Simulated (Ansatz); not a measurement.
Consider this model of amorphous Ti20O43Y2.

```xyz
65
Lattice="9.6483 0.0861 -0.0150 0.0861 9.2115 -0.3046 -0.0150 -0.3046 9.9093" Properties=species:S:1:pos:R:3 pbc="T T T"
Ti     3.8387     5.0282     7.2512
Ti     8.3599     0.1534     9.4546
Ti     7.9839     2.4438     2.1831
Ti     7.7870     3.1086     5.4128
Ti     1.8722     3.4697     9.4366
Ti     4.3571     1.7270     7.7695
Ti     8.2047     6.4811     4.9602
Ti     4.1471     1.8918     1.0304
Ti     7.4150     8.4097     2.4141
Ti     8.0832     3.2693     8.5814
Ti     0.3223     5.3736     7.0682
Ti     4.0989     7.6494     9.6265
Ti     4.5374     3.9040     4.0724
Ti     1.4767     2.5451     3.9916
Ti     6.4526     5.5200     1.0195
Ti     0.9817     1.4470     7.0241
Ti     0.5798     4.9374     2.5324
Ti     5.6691     8.1925     7.0747
Ti     4.9072     6.7464     4.1608
Ti     0.7751     6.9909     0.3557
O      8.2598     2.3493     0.0150
O      2.4881     2.0366     8.0052
O      6.3722     7.0806     5.4845
O      0.2479     3.4819     8.1545
O      7.3781     0.6700     1.5906
O      5.8039     8.3348     3.2095
O      0.0959     2.9664     2.5765
O      3.2526     2.6522     4.8130
O      9.6701     6.2963     8.5597
O      7.0160     3.8923     1.8840
O      2.3846     7.4944    -0.2142
O      0.9528     6.8095     2.2833
O      4.2059     5.3812     5.2795
O      3.1930     4.5304     9.0482
O      2.4808     2.6077     0.8043
O      8.3048     4.8635     6.1998
O      8.7029     5.3670     3.6499
O      0.7862     4.9226     0.6428
O      2.0108     4.3854     3.4343
O      1.7303     0.1834     6.1344
O      2.0604     5.0808     6.7431
O      7.6226     6.8171     1.4864
O      7.1022     8.5208     8.1366
O      6.0956     3.5838     4.8680
O      3.4205     7.7763     4.1338
O      8.5430     8.1316     3.8338
O      7.4913     2.3903     7.0492
O      0.3249     2.4993     5.4704
O      5.1048     6.6484     0.4818
O      4.6898     2.4445     2.6874
O      5.0379     0.5398     6.3476
O      5.0964     2.0445     9.4458
O      7.1105     4.6095     9.3015
O      4.0584     0.0963     1.3418
O      4.6951     6.6190     7.7157
O      5.0877     5.4228     2.9017
O      4.3961     8.9721     8.2662
O      9.5061     0.6050     8.1244
O      1.8729     0.8453     3.4816
O      4.7001     3.4116     7.1674
O      7.7848     1.9396     3.9554
O      0.1345     6.8364     5.7813
O      9.5242     8.6807     0.3189
Y      1.2042     8.1228     4.1238
Y      4.0938     0.6515     4.1280
```

All values below come from PBE, scalar-relativistic without spin-orbit coupling (plane waves to 420 eV, PAW; Ansatz, a first-principles code).

Preparation: random packing, a CHGNet melt and quench, and a DFT relaxation. O atoms were pushed apart under 1.9 Å during the dynamics, to hinder bonds among them. The hot cell started wider than the set density and was brought back towards it in steps. It is the lowest in DFT energy of 2 quenches. It is a model cell: composition and starting density were chosen by hand, and all elements were melted together. No dispersion term was used. Its density started from a set value of 3.74 and ended at 3.44 g/cm³. Cooling (nominally 240 K/ps over its main leg) ran many orders faster than in experiment, which tends to leave more defects and strain. A cell of this size samples the disorder only roughly. Volume and shape were free in the relaxation. On a 2×2×2 Γ-centred mesh force components of up to 0.12 eV/Å stay, since the relaxation ran on the zone centre alone.

Bonds are counted up to Ti-Ti 3.12 Å, Ti-O 2.48 Å, Ti-Y 3.43 Å, O-O 1.58 Å, O-Y 2.82 Å, Y-Y 3.74 Å. Two cations that share two anions don't count as bonded, nor two that share one unless they lie closer than Ti-Ti 3.04 Å, Ti-Y 3.34 Å, Y-Y 3.64 Å.

**Question.** Give the coordination numbers, mean bond lengths and angles.

**Answer.** 
```json
{
 "Mean coordination of Ti by anions": "4.85 (3 with 4, 17 with 5); 1 close contacts or bonds to cations besides",
 "Mean coordination of O": "2.53 (21 with 2, 21 with 3, 1 with 4)",
 "Mean coordination of Y by anions": "6.00 (2 with 6); 1 close contacts or bonds to cations besides",
 "Mean Ti-O bond": "1.923 Å (spread 0.134 Å, 97 counted)",
 "Mean O-Y bond": "2.303 Å (spread 0.057 Å, 12 counted)",
 "Bond angle at Ti": "mean 106.4°, spread 24.7°",
 "Bond angle at O": "mean 122.0°, spread 19.6°",
 "Bond angle at Y": "mean 102.3°, spread 32.2°"
}
```

**Question.** List the pairs of like atoms that count as bonded by the rules above.

**Answer.** There are none by these rules.
